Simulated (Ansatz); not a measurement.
Start from TiB2 (space group P6/mmm, No. 191; a = 3.017 Å, c = 3.185 Å). Axes: x lies along a and z along c of the hexagonal cell.

Level of theory: DFT with PBEsol, PAW potentials and a 420 eV plane-wave cutoff in Ansatz (a quantum-chemistry and plane-wave program), no spin-orbit coupling, earlier PAW set.

Strains are applied to the cell and any free atomic positions relax; under biaxial strain the out-of-plane vector relaxes too.

One change was made to it. Results:

The shortest interatomic distance drops by 0.0025 Å (1.742 Å → 1.740 Å); the pressure (mean of the normal stresses, compression positive) goes from zero to 0.7 GPa.

### Question
Which change produced these results?
A. strain tensor (xx, yy, zz, yz, xz, xy) = (+0.22, −0.20, −0.10, −1.61, +1.07, +0.11) %
B. tensor shear ε_xy = +1.58 %
C. biaxial strain −4.37 %, plane normal [001], relaxed out of plane
D. biaxial strain +4.37 %, plane normal [001], relaxed out of plane

### Answer
A, strain tensor (xx, yy, zz, yz, xz, xy) = (+0.22, −0.20, −0.10, −1.61, +1.07, +0.11) %. For comparison, the shortest interatomic distance in the other runs: tensor shear ε_xy = +1.58 % gives 1.724 Å; biaxial strain +4.37 %, plane normal [001], relaxed out of plane gives 1.818 Å; biaxial strain −4.37 %, plane normal [001], relaxed out of plane gives 1.666 Å.

A case with no gap was solved on a k-mesh chosen for an insulator, which is coarse for it. Without a gap, meshes like the base's 13×13×10 leave anisotropic stresses uncertain by several tenths of a GPa, and small strain energies with them. No phonon test of stability was made. All final runs are without spin polarisation.
